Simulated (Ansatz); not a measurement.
The starting structures come from a database of crystals and need not be the phases stable at ambient conditions.

 Where the default PAW files enter, the runs use the earlier of Ansatz's two default sets.

The decay constant κ of evanescent states in the gap governs leakage through a thin film.

```yaml
crystal:
  lattice:
    - [5.62653, 0.00000, 0.00000]
    - [-2.81327, 4.87272, 0.00000]
    - [2.81327, 1.62424, 4.96096]
  atoms:
    - { symbol: In, position: [0.71424, 0.35712, 0.92864] }
    - { symbol: In, position: [0.28576, 0.64288, 0.07136] }
    - { symbol: In, position: [0.28576, 0.14288, 0.57136] }
    - { symbol: In, position: [0.71424, 0.85712, 0.42864] }
    - { symbol: O, position: [0.20351, 0.25000, 0.25000] }
    - { symbol: O, position: [0.79650, 0.75000, 0.75000] }
    - { symbol: O, position: [0.50000, 0.95351, 0.25000] }
    - { symbol: O, position: [0.50000, 0.04650, 0.75000] }
    - { symbol: O, position: [0.79649, 0.54649, 0.25000] }
    - { symbol: O, position: [0.20351, 0.45351, 0.75000] }
```

Space group of this cell: R-3c, corundum. The cell is strained (all lengths scaled by 1.02); by r2SCAN its mean pressure is -10.0 GPa.

Transport runs along the normal of the first two printed cell vectors, the (001) plane of the conventional cell.

The gap is the functional's own. No spin-orbit coupling. Mid-gap values are interpolated on the energy grid.

Question: Estimate the band gap and the smallest decay constant κ at mid-gap that r2SCAN run with Ansatz (a first-principles code) returns for this system.

Answer: Gap 1.35 eV on a 8×8×8 mesh; κ = 0.133 1/Å, at the zone centre.
